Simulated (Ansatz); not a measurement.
Au (Fm-3m), PBEsol, DFPT electron-phonon coupling, linearised Boltzmann equation (Ansatz, a program for electronic structure): Condition of this run: hydrostatic pressure 15 GPa (the target of the relaxation). phonon-limited resistivity 1.71 μΩ·cm at 300 K, 2.30 μΩ·cm at 400 K, current-weighted mean free path 49 nm, Drude plasma energy 9.26 eV.

### Question
What is the classical skin depth at 10 GHz (nonmagnetic, μ₀ = 1.257×10⁻⁶ H/m)?

### Answer
δ = √(ρ/(π f μ₀)) = 658 nm.

### Question
What temperature coefficient of resistance follows, and how does it compare with 1/T?

### Answer
(ρ₄₀₀ − ρ₃₀₀)/(100 K × ρ₃₀₀) = 3.45×10⁻³ K⁻¹, against 1/T = 3.33×10⁻³ K⁻¹ for a resistivity proportional to T. It lies higher because phonons are still being populated at 300 K; impurities would add a constant and lower it.

### Question
What Drude relaxation time do resistivity and plasma energy imply?

### Answer
ω_p = 1.41e16 s⁻¹, so τ = 1/(ε₀ ω_p² ρ) = 33.4 fs, a damping ħ/τ of 19.7 meV.

A metal at this level (no band gap). Only scattering by harmonic phonons is included (no impurities, grain boundaries, electron-electron scattering or thermal expansion). Spin-orbit coupling is left out, which matters with elements this heavy. Halving the electron mesh (36x36x36) moves the resistivity by up to 1 % at 300 K, the mean free path by up to 1 %. Smearing 0.20 eV; phonons on a 6x6x6 q mesh, which this run doesn't test.
